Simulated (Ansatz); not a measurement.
# Habitual settings against a tight run: Te (Pmc2_1, 4 atoms in the cell)

Self-consistent single point.

```yaml
crystal:
  lattice:
    - [3.19629, 0.00000, 0.00000]
    - [0.00000, 4.53389, 0.00000]
    - [0.00000, 0.00000, 9.28085]
  atoms:
    - { symbol: Te, position: [0.50000, 0.50480, 0.75992] }
    - { symbol: Te, position: [0.50000, 0.49520, 0.25992] }
    - { symbol: Te, position: [0.50000, 0.00265, 0.01008] }
    - { symbol: Te, position: [0.50000, 0.99735, 0.51008] }
```

Computed with LDA (PW92), PAW files made with PBE (plane waves; Ansatz, an electronic-structure program).

Base settings: basis.ecutwfc = 420 eV; kpoints.mp_grid.grid = 7 5 3; kpoints.mp_grid.shift = 0.5 0.5 0.5; hamiltonian.xc = lda; hamiltonian.pseudopotentials = {kind: paw} (the program's default PAW files); scf.occupations.method = cold; scf.occupations.width = 0.1 eV.

Tight run (finer mesh or higher cutoff; not a proven limit): basis.ecutwfc: 420 eV → 590 eV; kpoints.mp_grid.grid: 7 5 3 → 10 7 5; scf.convergence.dr2_threshold: default (1e-07 eV) → 1e-09 eV. It gave Fermi level (on the code's own zero) 8.56 eV; pressure -4.48 GPa; largest force (vector length) 0.019 eV/Å.

Quick runs, as changes from the base:
- A: the base itself
- B: basis.ecutwfc: 420 eV → 210 eV; kpoints.mp_grid.grid: 7 5 3 → 4 4 4; hamiltonian.xc: lda → pbesol [PBEsol]
- C: basis.ecutwfc: 420 eV → 250 eV; kpoints.mp_grid.grid: 7 5 3 → 3 3 3; scf.convergence.dr2_threshold: default (1e-07 eV) → 0.001 eV
- D: basis.ecutwfc: 420 eV → 210 eV; kpoints.mp_grid.grid: 7 5 3 → 2 2 2; scf.occupations.width: 0.1 eV → 0.5 eV; scf.convergence.dr2_threshold: default (1e-07 eV) → 0.001 eV
- E: basis.ecutwfc: 420 eV → 295 eV; kpoints.mp_grid.grid: 7 5 3 → 4 4 4; hamiltonian.xc: lda → pbesol; scf.occupations.width: 0.1 eV → 0.5 eV [PBEsol]

Energies are extrapolated to zero smearing width, which holds to low order in the width alone.

Dashes: energy of B, E, another energy zero.

† marks runs with another functional, U, potentials or spin treatment: their distance from the tight run is not a convergence error alone.

The count of work is k-points × plane waves × bands × iterations; it is no time. 

Pressures in the table are Ansatz's without its Pulay estimate, at a fixed set of plane waves; the tight run's value above holds the estimate.

The starting cell comes from a database of computed structures (which also holds hypothetical and non-ambient phases and stackings), without a prior relaxation at this level. Its lattice was rescaled by a random factor within 2.5 % of one. In the base run, with a pressure of about -4 GPa the cell is away from its equilibrium volume at this level.

| run | energy less tight (meV/atom) | pressure less tight (GPa) | largest miss in a force vector (eV/Å) | count of work / tight |
|---|---|---|---|---|
| A | -1.2 | 0.07 | 0.007 | 0.21 |
| B† | – | -118.61 | 0.025 | 0.029 |
| C | 1131.2 | -23.46 | 0.152 | 0.021 |
| D | 4923.0 | -122.93 | 0.010 | 0.0021 |
| E† | – | -2.13 | 0.001 | 0.049 |

Among the runs at the tight run's level, the energy misses run from 1.2 to 4923.0 meV/atom.

Left out of this page: 1 run of the series outside the window shown, repeating another row's setting, or not comparable.

Keys are those of Ansatz 0.2.
